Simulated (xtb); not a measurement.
xtb 6.7.1, GFN2-xTB: cluster of 200 water molecules, 600 atoms. The geometry is a generated start, not checked to be a minimum at this level.

```text
600

O     11.115370    11.195990    13.878110
H     10.406740    11.603400    14.376420
H     10.669830    10.663270    13.219200
O     10.943970    11.246480    10.729760
H     10.931370    10.289790    10.761870
H     11.811200    11.486090    11.056780
O      7.848370    11.241050    13.916640
... (590 lines of coordinates left out) ...
O      1.666690    11.248650    20.139690
H      1.192780    10.639950    19.572820
H      2.588320    11.114840    19.918000
```

The program reports basis functions: 1200, valence electrons: 1600.

It runs on a single node (Intel Xeon 6 (Granite Rapids), 96 cores on 1 socket, 2 hardware threads a core, 3 L3 cache groups, 3 NUMA nodes).

Times are wall-clock medians of two to five runs, from launch to exit, with nothing else on the machine. Processes are pinned to neighbouring cores unless said otherwise. The build: conda-forge: gfortran, OpenMP (GNU), OpenBLAS with its own threads; another build can shift the numbers. Scratch files lie in a memory file system. This build's BLAS runs threads of its own beside OpenMP's, on the same cores; «BLAS threads» counts them.

Started as
```bash
OMP_NUM_THREADS=16 xtb in.xyz --gfn 2 --grad -P 16 --norestart
```
(16 threads, 16 BLAS threads) it takes 3.2 s and 9 SCC iterations of the first single point.

Question: How long does it take after this change: 1 thread?

Answer: About 11 s (3 runs within 1 %): 3.4× as long, on 1 core in place of 16, so 0.21× the core-time. The largest move is in molecular gradient: 1.1 s to 6.2 s. Change in the result: energy under 0.001 meV/atom, forces (largest component) under 0.001 meV/Å.
